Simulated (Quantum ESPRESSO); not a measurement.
Worked example: self-consistent single point of Ba3PbO (Pm-3m, 5 atoms in the cell) in Quantum ESPRESSO.

Computed with LDA (PZ), GBRV 1.5 ultrasoft (LDA) pseudopotentials (plane waves; Quantum ESPRESSO).

```
CELL_PARAMETERS angstrom
      5.62897     0.00000     0.00000
      0.00000     5.62897     0.00000
      0.00000     0.00000     5.62897
ATOMIC_POSITIONS crystal
  Ba 0.50000 0.00000 0.50000
  Ba 0.00000 0.50000 0.50000
  Ba 0.50000 0.50000 0.00000
  Pb 0.00000 0.00000 0.00000
  O  0.50000 0.50000 0.50000
```

Reference input (self-consistent single point, DFT, LDA (PZ), plane waves, GBRV 1.5 ultrasoft (LDA) pseudopotentials): ecutwfc = 40 Ry; ecutrho = 200 Ry; occupations = smearing; smearing = marzari-vanderbilt; degauss = 0.019992 Ry; potentials = {Ba: ba_lda_v1.uspp.F.UPF, Pb: pb_lda_v1.uspp.F.UPF, O: o_lda_v1.2.uspp.F.UPF}; K_POINTS = automatic 6 6 6 0 0 0; conv_thr = 1e-11 Ry; mixing_beta = 0.7. This run's input differs from it in these lines:

```diff
@@ -12,4 +12,4 @@
     ntyp = 3
-    ecutwfc = 40
-    ecutrho = 200
+    ecutwfc = 16
+    ecutrho = 80
     occupations = 'smearing'
```

Output (repeated stretches shortened):

```
     Self-consistent Calculation

     iteration #  1     ecut=    16.00 Ry     beta= 0.70

     Threshold (ethr) on eigenvalues was too large:
     Diagonalizing with lowered threshold

     negative rho (up, down):  3.109E-01 0.000E+00

     total energy              =    -406.63440508 Ry
     estimated scf accuracy    <       0.34637066 Ry

     iteration #  2     ecut=    16.00 Ry     beta= 0.70

     negative rho (up, down):  3.091E-01 0.000E+00

     total energy              =    -406.57631473 Ry
     estimated scf accuracy    <       0.58232468 Ry

     iteration #  3     ecut=    16.00 Ry     beta= 0.70

     negative rho (up, down):  3.077E-01 0.000E+00

     total energy              =    -406.72445182 Ry
     estimated scf accuracy    <       0.06511326 Ry

   [... 8 blocks of this kind left out ...]

     iteration # 12     ecut=    16.00 Ry     beta= 0.70

     negative rho (up, down):  3.064E-01 0.000E+00

     total energy              =    -406.73106005 Ry
     estimated scf accuracy    <          1.5E-11 Ry

     iteration # 13     ecut=    16.00 Ry     beta= 0.70

     negative rho (up, down):  3.064E-01 0.000E+00
     End of self-consistent calculation

     the Fermi energy is     8.2599 ev

!    total energy              =    -406.73106005 Ry
     estimated scf accuracy    <          2.1E-12 Ry
     smearing contrib. (-TS)   =       0.00550110 Ry
     internal energy E=F+TS    =    -406.73656115 Ry

     convergence has been achieved in  13 iterations

     negative rho (up, down):  3.064E-01 0.000E+00

     Forces acting on atoms (cartesian axes, Ry/au):

     atom    1 type  1   force =     0.00000000    0.00000000    0.00000000
   [... zero for the other atoms too ...]

     Total force =     0.000000     Total SCF correction =     0.000000

     negative rho (up, down):  3.064E-01 0.000E+00
          total   stress  (Ry/bohr**3)                   (kbar)     P=     -472.75
  -0.00321368   0.00000000   0.00000000         -472.75        0.00        0.00
   0.00000000  -0.00321368   0.00000000            0.00     -472.75        0.00
   0.00000000   0.00000000  -0.00321368            0.00        0.00     -472.75

   JOB DONE.
```

The run converged in 13 iterations. Against the reference run the free energy goes up by 2.72 eV/atom and the pressure goes from -4.71 to -47.27 GPa.

The starting cell comes from a database of computed structures (which also holds hypothetical and non-ambient phases and stackings), without a prior relaxation at this level. Its lattice was rescaled by a random factor within 2.5 % of one. At the lowered cutoff the pressure carries the error of an incomplete plane-wave basis. The run gives no clean gap (levels at the Fermi energy touch, overlap or are partly filled at this smearing), which alone does not show that the compound is a metal.

Cost on one core of a shared machine: roughly 40 s.
